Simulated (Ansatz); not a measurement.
Input:

End structure of a constructed model of the (111) surface of fcc Au, a layer of Ir in place of the second plane (bottom of the slab: a bare face, its two planes held):

```
CELL_PARAMETERS angstrom
      2.93959     0.00000     0.00000
     -1.46980     2.54576     0.00000
      0.00000     0.00000    28.50000
ATOMIC_POSITIONS crystal
  Au 0.33333 0.66667 0.28841
  Au 0.66667 0.33333 0.37262
  Au 0.00000 0.00000 0.45665
  Au 0.33333 0.66667 0.53973
  Ir 0.66667 0.33333 0.61854
  Au 0.00000 0.00000 0.69809
```

Set-up: 6 atoms, 12.1 Å thick at the start; mesh 15x15x1; 0.1 eV smearing; dipole correction on; 2 atoms held, the rest relaxed; start symmetry kept, larger cells not searched; no spin, no spin-orbit, no U. In PBE it lies 0.14 eV a 1x1 cell over the lowest computed structure of the same composition (a layer of Ir in place of the third plane).

**Question.** Predict the work function of the top face from PBE run with Ansatz (a quantum-chemistry and plane-wave program).

**Answer.** 5.27 eV
